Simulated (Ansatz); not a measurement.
Consider SrTiO$_{3}$ in the cubic perovskite structure (space group Pm-3m, No. 221; a = 3.9075 Å).

Level of theory: r2SCAN (Ansatz, a quantum-chemistry and plane-wave program), scalar-relativistic without spin-orbit coupling, earlier PAW set.

For the base:

- Gap character = indirect, R → Γ
- Volume per atom = 11.93 Å³

It is then changed as follows: a hydrostatic pressure of 5 GPa.

Task: What happens to the gap character and volume per atom?

Result: The gap character remains indirect, R → Γ; the volume per atom drops by 0.295 Å³ to 11.64 Å³.

Load acts through the strain it causes; cell and atoms are relaxed under it. No phonon test of stability was made. Competing high-pressure phases were not computed. All final runs are without spin polarisation. Many cubic perovskites are stable only at high temperature; tilts and polar distortions were not tested.
